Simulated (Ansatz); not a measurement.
# SnO2: response to strain

Start from SnO₂ in the rutile structure (space group P4_2/mnm, No. 136; a = 4.828 Å, c = 3.238 Å). Axes: x, y, z lie along a, b, c of the conventional cell.

Strains are applied to the cell and any free atomic positions relax; under biaxial strain the out-of-plane vector relaxes too.

Level of theory: Ansatz (a first-principles code) PBE, spin-orbit coupling left out.

| biaxial strain, plane normal [001], relaxed out of plane (%) | out-of-plane strain (%) |
|---|---|
| 0 | 0.00 |
| 0.6 | ? |
| 1.2 | -0.77 |
| 2.4 | -1.47 |
| 3 | -1.79 |

Q: Fit ε⊥ = −νε + γε² (strains in %) to the rows shown and predict the withheld row.

A: Least squares on the printed values gives ν = 0.67 (the biaxial Poisson response) and γ = 0.025 (largest residual 0.00 %); this predicts -0.39 %, and the run gives -0.40 %, in agreement.

Whether these cells are dynamically stable was not tested.
